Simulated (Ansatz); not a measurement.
The starting structures come from a database of crystals and need not be the phases stable at ambient conditions.

Tunnelling through a barrier is set by its complex band structure: the current falls as exp(−2κd) with the smallest κ.

Input:

```yaml
crystal:
  lattice:
    - [6.08003, 0.00000, 0.00000]
    - [0.00000, 9.62169, 0.00000]
    - [3.04001, 0.00000, 3.04001]
  atoms:
    - { symbol: Ba, position: [0.00000, 0.83549, 0.50000] }
    - { symbol: Ba, position: [0.50000, 0.16451, 0.50000] }
    - { symbol: Zn, position: [0.50000, 0.50000, 0.00000] }
    - { symbol: Zn, position: [0.00000, 0.50000, 0.00000] }
    - { symbol: As, position: [0.00000, 0.34339, 0.50000] }
    - { symbol: As, position: [0.50000, 0.65661, 0.50000] }
    - { symbol: F, position: [0.50000, 0.00000, 0.00000] }
    - { symbol: F, position: [0.00000, 0.00000, 0.00000] }
```

Space group of this cell: P4/nmm. The cell is taken as given; by r2SCAN its mean pressure is -2.4 GPa.

Transport runs along the normal of the first two printed cell vectors, the (110) plane of the conventional cell.

The gap is the functional's own, uncorrected, and κ follows it; spin-orbit coupling is left out. Mid-gap values are interpolated between the computed energies.

### Question
Estimate the band gap and the smallest decay constant κ at mid-gap that Ansatz (an electronic-structure program) with r2SCAN returns for this system.

### Answer
Gap 0.56 eV on a 10×4×10 mesh; κ = 0.100 1/Å, at the zone centre.
